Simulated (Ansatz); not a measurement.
A (5,2) carbon nanotube, stretched and compressed along its axis from its relaxed period of 8.888 Å, atoms relaxed at each length.

All values below come from PBE (plane waves to 420 eV, PAW; Ansatz, a first-principles code). Mesh 1×1×12. No spin polarisation. Isolated but for its images some 11 Å away. An idealised model, rolled from the flat sheet. Symmetry and one short period hold its shape; lower forms weren't sought. Buckling under compression is shut out by symmetry and the short period. Energies are free energies at a Fermi–Dirac width of 0.05 eV, from the unstrained cell.

```json
[
 {"strain (%)": "-3.0", "energy (meV a period)": "+1300", "axial force (nN)": "-16.03", "PBE gap (eV)": "0.00"},
 {"strain (%)": "-1.5", "energy (meV a period)": "+316", "axial force (nN)": "-7.71", "PBE gap (eV)": "0.00"},
 {"strain (%)": "0.0", "energy (meV a period)": "0", "axial force (nN)": "+0.02", "PBE gap (eV)": "0.00"},
 {"strain (%)": "+1.5", "energy (meV a period)": "+305", "axial force (nN)": "+7.20", "PBE gap (eV)": "0.00"},
 {"strain (%)": "+3.0", "energy (meV a period)": "+1176", "axial force (nN)": "+13.62", "PBE gap (eV)": "0.00"},
 {"strain (%)": "+6.0", "energy (meV a period)": "+4401", "axial force (nN)": "+24.77", "PBE gap (eV)": "0.10"}
]
```

The slope of the force at zero strain is 500 nN.
